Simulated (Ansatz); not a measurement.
## Effect of biaxial strain +1.11 %, plane normal [001], relaxed out of plane on hypothetical P3_121 InSb

Base system: InSb (space group P3_121, No. 152; a = 4.5869 Å, c = 10.0227 Å; a hypothetical phase, not in the database extracts checked). Axes: x lies along a and z along c of the hexagonal cell.

Modification: biaxial strain +1.11 %, plane normal [001], relaxed out of plane (Cartesian); in-plane vectors clamped, the third vector and the atoms free.

Computed with PBEsol (Ansatz, a first-principles code; PAW; 420 eV plane waves; spin-orbit coupling left out). Γ-centred 12×12×5 mesh, Fermi–Dirac width 0.05 eV.

```csv
quantity,base,changed,shift
volume per atom,30.44 Å³,30.93 Å³,+0.49 Å³
space group,P3_121 (No. 152),P3_121 (No. 152),–
shortest interatomic distance,2.826 Å,2.839 Å,+0.013 Å
"pressure (mean of the normal stresses, compression positive)",0.0 GPa,-0.3 GPa,-0.3 GPa
band gap,zero,zero,–
out-of-plane strain (rough),–,-0.61 %,–
```

Final structure (turned so that z lies along the plane normal):

```
InSb
1.0
    4.63777     0.00000     0.00000
    2.31889     4.01643     0.00000
    0.00000     0.00000     9.96183
In Sb
3 3
Direct
  0.00000   0.46712   0.16667
  0.53288   0.00000   0.50000
  0.46712   0.53288   0.83333
  0.00000   0.47861   0.66667
  0.52139   0.00000   0.00000
  0.47861   0.52139   0.33333
```

Without a gap, meshes like the base's 12×12×5 leave anisotropic stresses uncertain by several tenths of a GPa, and small strain energies with them. With Sb present, leaving out spin-orbit coupling can change the band edges. Stability against distortions was not tested. All final runs are without spin polarisation. The zero or small gap of InSb can change with the level of theory.
